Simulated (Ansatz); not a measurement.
For AlN (Fm-3m, No. 225, 2 atoms in the cell; start mp-1330; high-pressure phase), LDA (PAW; Ansatz, a program for electronic structure) gives:

```
Item                        Value
-------------------  ------------
lattice parameter a       4.011 Å
cohesive energy      6.52 eV/atom
band gap                  4.71 eV
```

**Question.** What does r²SCAN+rVV10 in Ansatz (PAW) give for the same quantities?

**Answer.** 
- lattice constant a: 4.033 Å (rises by 0.5 %)
- cohesive energy: 5.80 eV/atom (shrinks by 0.72 eV/atom)
- band gap: 5.54 eV (goes up by 0.83 eV)

Changes are worked out from the printed values.

Unless a cell is named, each level is at its own relaxed cell (LDA 8.07, r²SCAN+rVV10 8.20 Å³/atom).

Density-functional gaps are differences of (generalised) Kohn–Sham levels.

Caveats: the relaxation could not lower the start's symmetry, so the cell can be a saddle point above a distorted one (LDA, r²SCAN+rVV10). Ansatz's density-functional and Hartree–Fock values are scalar-relativistic unless marked +SOC, with PAW data made under PBE.

A start named mp-… is a Materials Project structure, which need not be a measured phase.
